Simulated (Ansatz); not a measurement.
## Effect of pressure −1 GPa on Mg2Ge

Consider Mg2Ge in the anti-fluorite structure (space group Fm-3m, No. 225; a = 6.421 Å).

Perturbation: hydrostatic tension (pressure −1 GPa).

Level of theory: Ansatz (an electronic-structure program) PBE, no spin-orbit coupling. Settings: 9×9×9 k-points, 0.05 eV Fermi–Dirac smearing.

```tsv
quantity	base	changed	shift
volume per atom	22.06 Å³	22.53 Å³	+0.47 Å³
density	3.04 g/cm³	2.98 g/cm³	-0.06 g/cm³
shortest interatomic distance	2.780 Å	2.800 Å	+0.020 Å
enthalpy H = E + PV relative to the base's energy	–	-0.14 eV/atom	–
band gap	0.17 eV	0.18 eV	+0.018 eV
gap character	indirect, Γ → X	indirect, Γ → X	–
smallest direct gap	0.95 eV	0.83 eV	-0.12 eV
mean gap deformation potential ΔEg/Δln V	–	+0.8 eV	–
width of the top valence band	2.65 eV	2.61 eV	-0.047 eV
electron mass	0.55 mₑ along k, 0.19 mₑ across (at X)	0.55 mₑ along k, 0.19 mₑ across (at X)	–
valley order (the lowest conduction-band minima on the path, energy above the VBM, named in the base's zone)	X along ⟨100⟩ 0.17 eV; L along ⟨111⟩ 0.94 eV; Γ 0.95 eV	X along ⟨100⟩ 0.18 eV; Γ 0.83 eV; L along ⟨111⟩ 0.85 eV	–
```

Load acts through the strain it causes; cell and atoms are relaxed under it. Masses are band curvatures over ±0.01 Å⁻¹ around the edge. Along k means along the line from Γ to the band edge. No phonon test of stability was made. The zero or small gap of Mg2Ge can change with the level of theory.
